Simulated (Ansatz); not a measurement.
Results of r²SCAN (Ansatz, a program for electronic structure, plane waves, PAW) for SrScO2F (model structure, started from the SrVO2H type, P4/mmm, No. 123, 5 atoms in the cell).

Run with plane-wave cutoff 560 eV, 8×8×8 k mesh, Fermi–Dirac smearing 0.01 eV, scalar-relativistic PAW data made under PBE.

Cell (relaxed at this level):

```cif
data_FO2ScSr
_chemical_formula_sum 'Sr1 Sc1 O2 F1'
_space_group_name_H-M_alt 'P4/mmm'
_space_group_IT_number 123
_space_group_name_Hall '-P 4 2'
_cell_length_a 4.10898
_cell_length_b 4.10898
_cell_length_c 4.04597
_cell_angle_alpha 90.000
_cell_angle_beta 90.000
_cell_angle_gamma 90.000
loop_
_atom_site_label
_atom_site_type_symbol
_atom_site_symmetry_multiplicity
_atom_site_Wyckoff_symbol
_atom_site_fract_x
_atom_site_fract_y
_atom_site_fract_z
_atom_site_occupancy
Sr1 Sr 1 d 0.50000 0.50000 0.50000 1
Sc1 Sc 1 a 0.00000 0.00000 0.00000 1
O1 O 2 f 0.00000 0.50000 0.00000 1
F1 F 1 b 0.00000 0.00000 0.50000 1
```

Problem. Estimate the band gap and bulk modulus B0 that the calculation returns.

Solution. 
band gap: 3.83 eV (on the SCF k mesh)
bulk modulus B0: 132 GPa

Note: the bulk modulus is −V dP/dV from two relaxed cells at ±2 % in volume; the relaxation could raise the start's symmetry but not lower it, so the cell can be a saddle point.

Spin–orbit coupling is not included.

The computed numbers hold no vibrational or temperature effects.

The result took very roughly 100 core-seconds.

A model structure was made by putting elements into a prototype or built by hand; it is no filed structure, need not be a known phase, and can be a saddle point held by its symmetry.
